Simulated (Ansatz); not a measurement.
For TiGe (model structure, started from the rocksalt type, Fm-3m, No. 225, 2 atoms in the cell), PBE-D3(BJ) in Ansatz (plane waves, PAW) gives:

```
Item                                     Value
------------------------------  --------------
equilibrium lattice constant a         5.124 Å
formation enthalpy              -0.516 eV/atom
```

**Question.** What does r²SCAN in Ansatz (plane waves, PAW) give for the same quantities?

**Answer.** 
- lattice constant a: 5.174 Å (grows by 1.0 %)
- formation enthalpy: -0.549 eV/atom (moves by -0.033 eV/atom)

Changes are worked out from the printed values.

Unless a cell is named, each level is at its own relaxed cell (PBE-D3(BJ) 16.82, r²SCAN 17.32 Å³/atom).

The crystal itself was run without spin with r²SCAN; a magnetic state was not tried in these runs.

Ansatz's density-functional and Hartree–Fock values are scalar-relativistic unless marked +SOC, with PAW data made under PBE.

A model structure was made by putting elements into a prototype or built by hand; it is no filed structure, need not be a known phase, and can be a saddle point held by its symmetry.

Ansatz is a quantum-chemistry and plane-wave program.
